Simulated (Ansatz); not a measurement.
## A computed series for BN: response to strain

Take BN in the zinc blende structure (space group F-43m, No. 216; a = 3.581 Å) as the base. Axes: x, y, z lie along the cube axes.

Strains are applied to the cell and any free atomic positions relax.

Computed with LDA (Ansatz, a program for electronic structure, PAW, spin-orbit coupling left out).

Notes on the quantities. energy relative to the base: free energy F.

| uniaxial strain ε_zz (%) | energy relative to the base (meV/atom) |
|---|---|
| 0 | 0.0 |
| 0.5 | 0.4 |
| 1 | 1.5 |
| 1.5 | 3.3 |
| 2 | 5.8 |
| 2.5 | ? |
| 3 | 13.0 |

**Question.** Fit ΔE = Aε² + Bε³ (ε in %) to the rows shown and predict the withheld row.

**Answer.** Least squares on the printed values gives A = 1.48 and B = -0.013 meV/atom (largest residual 0.0 meV/atom); this predicts 9.1 meV/atom, and the run gives 9.1 meV/atom, in agreement.

Whether these cells are dynamically stable was not tested.
